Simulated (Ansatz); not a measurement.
Base system: Zr in the hcp (Mg type) structure (space group P6_3/mmc, No. 194; relaxed with 0.1 eV smearing).

```xyz
2
Lattice="3.1825 0.0000 0.0000 -1.5912 2.7561 0.0000 0.0000 0.0000 5.1235" Properties=species:S:1:pos:R:3 pbc="T T T"
Zr     1.5912     0.9187     3.8426
Zr     0.0000     1.8374     1.2809
```

Cartesian axes are those of the cell as printed.

Computed with PBEsol (Ansatz, a first-principles code), without spin-orbit coupling.

The change: every lattice vector is stretched by 2.50 %; the atoms relax in the strained cell.

**Question.** Predict the stress tensor and what it implies for the stiffness.

**Answer.** Stress of the strained cell less that of the base (GPa, compression positive):
```
   -6.3     0.0     0.0
    0.0    -6.3     0.0
    0.0     0.0    -6.8
```

Then B = −ΔP/(ΔV/V₀) with ΔV/V₀ = 0.0769 gives secant stiffness values (nonlinear terms included at this strain): B (at held cell shape, above the free-shape value) ≈ 84 GPa.

As a check, the harmonic strain energy −½ V₀ Δσ:ε is 34 meV/atom; the computed energy rise is 37 meV/atom.

No phonon test of stability was made. The final runs are not spin-polarised.
